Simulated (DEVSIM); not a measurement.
Device: Pd/SiO2/n-Ge capacitor, at 250 K.

| layer (left to right) | material | thickness (nm) | Nd (cm⁻³) |
|---|---|---|---|
| 1 | SiO2 | 5.00 | - |
| 2 | Ge | 1900 | 1e17 |

Metal gate on the left, work function 5.2 eV. Fixed charge at the semiconductor interface 0 cm⁻² (in units of +e); no interface traps.

The device is made up for the run: typed textbook-type constants, with dimensions and the other settings drawn at random. Values at 300 K; Nc and Nv go as T^1.5, mobilities as T to minus their exponent, the gap by Varshni's rule with the affinity fixed.

```
parameter         SiO2        Ge
----------------  ----  --------
gap (eV)             9     0.664
affinity (eV)      0.9         4
permittivity       3.9        16
Nc (cm⁻³)            -   1.04e19
Nv (cm⁻³)            -      6e18
Varshni α (eV/K)     -  0.000477
Varshni β (K)        -       235
```

Model (solved in DEVSIM): 1D Poisson equation in equilibrium, Boltzmann statistics, complete ionisation; no quantum confinement or tunnelling. Metal contacts follow the ideal Schottky-Mott rule: no Fermi-level pinning, no interface dipoles.

The SiO2 thickness was swept, all else fixed.

```
SiO2 thickness (μm)  minimum of the low-frequency capacitance (μF/cm²)  threshold voltage (band bending 2φF) (V)  capacitance of the dielectric stack (μF/cm²)
-------------------  -------------------------------------------------  ----------------------------------------  --------------------------------------------
0.002                                                              ___                                       ___                                          1.73
0.0028                                                           0.151                                      0.48                                          1.23
0.0035                                                           0.146                                      0.45                                         0.987
0.0043                                                           0.141                                      0.41                                         0.803
0.005                                                            0.138                                      0.38                                         0.691
0.006                                                            0.132                                      0.34                                         0.576
```

Problem. Fill in the missing entries.

Solution. 
- 0.002, minimum of the low-frequency capacitance (μF/cm²): 0.156
- 0.002, threshold voltage (band bending 2φF) (V): 0.51
